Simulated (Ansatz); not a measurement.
Take Al2O3 in the corundum structure (space group R-3c, No. 167; a = 4.774 Å, c = 13.015 Å (hexagonal axes)) as the base. Axes: x lies along a and z along c of the hexagonal cell.

All numbers come from PBEsol (Ansatz, a quantum-chemistry and plane-wave program), spin-orbit coupling left out.

Base values:

* **Electron mass**: 0.40 mₑ along c, 0.37 mₑ across (at Γ)
* **Band gap**: 6.03 eV

It is then changed as follows: biaxial strain +1.50 %, plane normal [001], relaxed out of plane (Cartesian); in-plane vectors clamped, the third vector and the atoms free.

Problem. Predict the new electron mass.

Solution. The electron mass becomes 0.40 mₑ out of plane, 0.35 mₑ in plane (at Γ) (base: 0.40 mₑ along c, 0.37 mₑ across (at Γ)).

Problem. Predict the new band gap.

Solution. The band gap falls by 0.46 eV (6.03 eV → 5.57 eV).

Effective masses come from finite differences of ±0.01 Å⁻¹. No phonon test of stability was made.
